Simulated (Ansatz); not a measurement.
## NaOH: pressure series

The parent structure is NaOH (space group P2_1, No. 4; a = 3.4929 Å, b = 3.3936 Å, c = 5.0942 Å, α = γ = 90.00°, β = 106.12°; a cell from a computed database, its experimental status unchecked).

Cell and atoms are relaxed at each pressure.

The values are results of Ansatz (an electronic-structure program), PBEsol, PAW, cutoff 420 eV, no spin-orbit coupling, not measurements.

```csv
pressure (GPa),volume per atom (Å³/atom)
-2,10.320
-1,9.961
0,9.668
0.3,9.594
0.7,9.505
3,9.077
5,?
7.5,8.470
10,8.212
```

Q: Fit the third-order Birch–Murnaghan form P(V) = (3B₀/2)[(V₀/V)^(7/3) − (V₀/V)^(5/3)]·[1 + (3/4)(B₀′ − 4)((V₀/V)^(2/3) − 1)] (squares taken in P) to the rows shown and predict the withheld row.

A: Least squares on the printed values gives V₀ = 9.678 Å³/atom, B₀ = 38.2 GPa, B₀′ = 5.7; this predicts 8.769 Å³/atom, and the run gives 8.780 Å³/atom, 0.011 higher.

Load acts through the strain it causes; cell and atoms are relaxed under it. Whether these cells are dynamically stable was not tested. Competing high-pressure phases were not computed.
